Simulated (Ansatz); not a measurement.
The starting structures come from a database of crystals and need not be the phases stable at ambient conditions.

Inside the gap of an insulator the Bloch states are evanescent, with a wavenumber k + iκ along the transport direction.

Consider the following.

```yaml
crystal:
  lattice:
    - [3.88603, 0.00000, 0.00000]
    - [-1.94302, 3.36540, 0.00000]
    - [1.94301, 1.12180, 6.43081]
  atoms:
    - { symbol: Ga, position: [0.12926, 0.56463, 0.30611] }
    - { symbol: Ga, position: [0.87074, 0.43537, 0.69389] }
    - { symbol: P, position: [0.88523, 0.94261, 0.17216] }
    - { symbol: P, position: [0.11477, 0.05739, 0.82784] }
```

Space group of this cell: R-3m. The cell is taken as given; by r2SCAN its mean pressure is -2.3 GPa.

Transport runs along the normal of the first two printed cell vectors, the (001) plane of the conventional cell.

No gap correction and no spin-orbit coupling; mid-gap values are interpolated between computed energies.

**Question.** Predict the band gap and the smallest decay constant κ at mid-gap from r2SCAN (Ansatz, a program for electronic structure).

**Answer.** Gap 1.07 eV on a 10×10×10 mesh; κ = 0.095 1/Å, at the zone centre.
